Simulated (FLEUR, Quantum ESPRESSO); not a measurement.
## Code comparison for Ce2CN2O2 (P-3m1, 7 atoms in the cell)

Self-consistent single point.

```xyz
7
Lattice="4.0133 0.0000 0.0000 -2.0067 3.4756 0.0000 0.0000 0.0000 8.5660" Properties=species:S:1:pos:R:3 pbc="T T T"
Ce     0.0000     2.3171     2.7582
Ce     2.0067     1.1585     5.8078
C      0.0000     0.0000     0.0000
N      0.0000     0.0000     1.2675
N      0.0000     0.0000     7.2985
O      0.0000     2.3171     5.1811
O      2.0067     1.1585     3.3849
```
Moments meant for the start (each program seeds them in its own way; μB, in the order of the atoms Ce Ce C N N O O): 1.0 1.0 0.0 0.0 0.0 0.0 0.0.

All programs got the same cell, k-point mesh and kind of occupations, and the same starting moments (in FLEUR's words: jspins = 2; fermiSmearingEnergy = 0.00367493 Htr; mesh (inpgen div1-3) = 6 6 3); potentials, basis and cutoffs are each program's usual ones.

```json
[
 {"code": "FLEUR", "model": "PBEsol, all-electron FLAPW (FLEUR), scalar-relativistic valence", "largest force (eV/Å)": "1.642", "size of the net moment (μB/atom)": "0.28", "cutoff": "Kmax 4.7 1/bohr"},
 {"code": "Quantum ESPRESSO", "model": "PBEsol, SSSP 1.1.2 efficiency (PBE) pseudopotentials", "largest force (eV/Å)": "1.707", "size of the net moment (μB/atom)": "0.28", "cutoff": "55 Ry"}
]
```

Size of the force on each atom (eV/Å): Sizes of forces hide their directions.

```
code                Ce1    Ce2     C3     N4     N5     O6     O7
----------------  -----  -----  -----  -----  -----  -----  -----
FLEUR             0.286  0.286  0.000  1.642  1.642  0.172  0.172
Quantum ESPRESSO  0.418  0.418  0.000  1.707  1.707  0.164  0.164
```

The spread over the programs that give each value: largest force within 0.065 eV/Å; size of the net moment within 0.00 μB/atom.

The starting cell comes from a database of computed structures (which also holds hypothetical and non-ambient phases and stackings), without a prior relaxation at this level. Its lattice was rescaled by a random factor within 2.5 % of one. On FLEUR's run: Spin-orbit coupling is off. The magnetic order is the one reached from the typed start; others were not searched systematically. With U or open f shells several self-consistent states can exist. The f electrons are in the valence without U or exact exchange, which can misplace them near the Fermi level. Spin-orbit terms, which matter for f shells, are left out. Values depend on the basis (sphere radii, cutoffs, local orbitals), which need not be converged. Forces in this geometry exceed 1 eV/Å.

**Question.** Why do the programs differ, and what cannot be compared?

**Answer.** Differences of this kind can come from the potentials, where these differ, and from what each basis and cutoff leave unconverged. The zero of total energies and Fermi levels follows the potentials and each program's conventions, so they are not compared here. FLEUR treats all electrons, but the usual bases taken here (sphere radii, linearisation, local orbitals, empty states) were not tested for convergence, so the values are no reference for the others. Site moments depend on each program's spheres or projections; the total moment of the cell does not.

Left out of this page: Ansatz (with a known weakness of the program).
